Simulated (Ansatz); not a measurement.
**Response to strain in Cu3N**

Consider Cu$_{3}$N (space group Pm-3m, No. 221).

```yaml
crystal:
  lattice:
    - [3.72085, 0.00000, 0.00000]
    - [0.00000, 3.72085, 0.00000]
    - [0.00000, 0.00000, 3.72085]
  atoms:
    - { symbol: Cu, position: [0.50000, 0.00000, 0.00000] }
    - { symbol: Cu, position: [0.00000, 0.50000, 0.00000] }
    - { symbol: Cu, position: [0.00000, 0.00000, 0.50000] }
    - { symbol: N, position: [0.00000, 0.00000, 0.00000] }
```

Cartesian axes are those of the cell as printed.

Strains are applied to the cell and any free atomic positions relax; under biaxial strain the out-of-plane vector relaxes too.

Level of theory: LDA (Ansatz, an electronic-structure program; PAW; 420 eV plane waves; no spin-orbit coupling).

Notes on the quantities. pressure: mean of the normal stresses, compression positive; energy relative to the base: free energy F.

| variant | pressure | energy relative to the base | shortest interatomic distance |
|---|---|---|---|
| base | 0.0 GPa | 0 meV/atom | 1.860 Å |
| biaxial strain +0.50 %, plane normal [111], relaxed out of plane | -0.3 GPa | +0.2 meV/atom | 1.862 Å |
| biaxial strain +1.00 %, plane normal [111], relaxed out of plane | [?] | [?] | [?] |
| biaxial strain +1.50 %, plane normal [111], relaxed out of plane | -1.0 GPa | +1.8 meV/atom | 1.865 Å |
| biaxial strain +2.00 %, plane normal [111], relaxed out of plane | -1.3 GPa | +3.1 meV/atom | 1.867 Å |
| biaxial strain +2.50 %, plane normal [111], relaxed out of plane | -1.6 GPa | +4.8 meV/atom | 1.869 Å |

What belongs in the blanks?


- biaxial strain +1.00 %, plane normal [111], relaxed out of plane, pressure: -0.7 GPa
- biaxial strain +1.00 %, plane normal [111], relaxed out of plane, energy relative to the base: +0.8 meV/atom
- biaxial strain +1.00 %, plane normal [111], relaxed out of plane, shortest interatomic distance: 1.863 Å

No phonon test of stability was made. All final runs are without spin polarisation.
